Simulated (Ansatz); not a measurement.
Start from GaCuSe2 in the chalcopyrite structure (space group I-42d, No. 122; a = 5.570 Å, c = 11.075 Å).

Computed with PBEsol (Ansatz, a first-principles code), spin-orbit coupling left out.

Base values:

```
Item                            Result
-----------------------------  -------
Width of the top valence band  1.02 eV
Band gap                       0.12 eV
```

Perturbation: a hydrostatic pressure of 22.5 GPa.

**Question.** Estimate the effect on the width of the top valence band.

**Answer.** The width of the top valence band grows by 0.51 eV to 1.53 eV.

**Question.** How does this affect the hole mass?

**Answer.** The hole mass amounts to 0.11 mₑ along c, 0.42 mₑ across (at Γ).

**Question.** What happens to the band gap?

**Answer.** The band gap goes up by 0.95 eV to 1.07 eV.

Load acts through the strain it causes; cell and atoms are relaxed under it. Effective masses come from finite differences of ±0.01 Å⁻¹. Stability against distortions was not tested. Competing high-pressure phases were not computed. The final runs are not spin-polarised. The zero or small gap of GaCuSe2 can change with the level of theory.
